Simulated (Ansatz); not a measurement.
Cells marked so need not be the phases stable at ambient conditions, and some may be hypothetical.

No gap correction and no spin-orbit coupling; mid-gap values are interpolated between computed energies.

A. SiGe (P6_3mc, wurtzite, not sure to be the ambient phase, 4 atoms a cell, 21.3 Å³ an atom), along the normal of (100)
B. MoS$_{2}$ (R3m, 3 atoms a cell, 17.2 Å³ an atom, 3 GPa at this level), along the normal of (001)
C. BN (R3m, not sure to be the ambient phase, 2 atoms a cell, 9.0 Å³ an atom), along the normal of (001)

### Question
Rank these by mid-gap decay constant of the slowest evanescent state (lowest first), as r2SCAN run with Ansatz (a first-principles code) gives it.

### Answer
A (0.08 1/Å), B (0.21 1/Å), C (0.41 1/Å)
